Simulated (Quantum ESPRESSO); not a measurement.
Quantum ESPRESSO run on MnCo (Pm-3m, 2 atoms in the cell): self-consistent single point.

Method: PBEsol, GBRV 1.5 ultrasoft (PBESOL) pseudopotentials (plane waves; Quantum ESPRESSO).

The change in words: lattice scaled by 0.98. Reference geometry:
```
MnCo
1.0
    2.85360     0.00000     0.00000
    0.00000     2.85360     0.00000
    0.00000     0.00000     2.85360
Mn Co
1 1
Direct
  0.00000   0.00000   0.00000
  0.50000   0.50000   0.50000
```
Moments meant for the start (each program seeds them in its own way; μB, in the order of the atoms Mn Co): 4.0 3.0.

Reference input (self-consistent single point, DFT, PBEsol, plane waves, GBRV 1.5 ultrasoft (PBESOL) pseudopotentials): ecutwfc = 50 Ry; ecutrho = 400 Ry; occupations = smearing; smearing = gaussian; degauss = 0.019992 Ry; nspin = 2; potentials = {Mn: mn_pbesol_v1.5.uspp.F.UPF, Co: co_pbesol_v1.2.uspp.F.UPF}; K_POINTS = automatic 12 12 12 0 0 0; conv_thr = 1e-11 Ry; mixing_beta = 0.3. This run's input differs from it in these lines:

```diff
@@ -35,5 +35,5 @@
 CELL_PARAMETERS angstrom
-   2.8536000000     0.0000000000     0.0000000000
-   0.0000000000     2.8536000000     0.0000000000
-   0.0000000000     0.0000000000     2.8536000000
+   2.7965280000     0.0000000000     0.0000000000
+   0.0000000000     2.7965280000     0.0000000000
+   0.0000000000     0.0000000000     2.7965280000
```

Log, with long lists cut:

```
     Self-consistent Calculation

     iteration #  1     ecut=    50.00 Ry     beta= 0.30

---- Real-time Memory Report at c_bands before calling an iterative solver
           112 MiB given to the printing process from OS
            72 MiB allocation reported by mallinfo(arena+hblkhd)
------------------

     total energy              =    -506.42448625 Ry
     estimated scf accuracy    <      10.32256672 Ry

     total magnetization       =     3.80 Bohr mag/cell
     absolute magnetization    =     3.81 Bohr mag/cell

     iteration #  2     ecut=    50.00 Ry     beta= 0.30

   [... lines left out ...]
     estimated scf accuracy    <          7.5E-10 Ry

     total magnetization       =     3.98 Bohr mag/cell
     absolute magnetization    =     4.09 Bohr mag/cell

     iteration # 19     ecut=    50.00 Ry     beta= 0.30

---- Real-time Memory Report at c_bands before calling an iterative solver
           171 MiB given to the printing process from OS
            86 MiB allocation reported by mallinfo(arena+hblkhd)
------------------

     Magnetic moment per site  (integrated on atomic sphere of radius R)
     atom   1 (R=0.357)  charge= 13.1981  magn=  2.5791
     atom   2 (R=0.357)  charge= 15.5297  magn=  1.3654
     End of self-consistent calculation

     the Fermi energy is    19.0109 ev

!    total energy              =    -509.34884983 Ry
     estimated scf accuracy    <          3.5E-12 Ry
     smearing contrib. (-TS)   =      -0.00505101 Ry
     internal energy E=F+TS    =    -509.34379882 Ry

     total magnetization       =     3.98 Bohr mag/cell
     absolute magnetization    =     4.09 Bohr mag/cell

     convergence has been achieved in  19 iterations

     Forces acting on atoms (cartesian axes, Ry/au):

     atom    1 type  1   force =     0.00000000    0.00000000    0.00000000
     atom    2 type  2   force =     0.00000000    0.00000000    0.00000000

     Total force =     0.000000     Total SCF correction =     0.000000

          total   stress  (Ry/bohr**3)                   (kbar)     P=       24.23
   0.00016471   0.00000000   0.00000000           24.23        0.00        0.00
   0.00000000   0.00016471   0.00000000            0.00       24.23        0.00
   0.00000000   0.00000000   0.00016471            0.00        0.00       24.23

   JOB DONE.
```

The run converged in 19 iterations. Against the reference run the free energy drops by 15.7 meV/atom, the pressure goes from -10.05 to 2.42 GPa and the size of the net moment goes from 2.02 to 1.99 μB/atom.

The starting cell comes from a database of computed structures (which also holds hypothetical and non-ambient phases and stackings), without a prior relaxation at this level. For this run, on top of that: lattice scaled by 0.98. The magnetic order is the one reached from the typed start; others were not searched systematically.

Cost on one core of a shared machine: roughly 70 s.
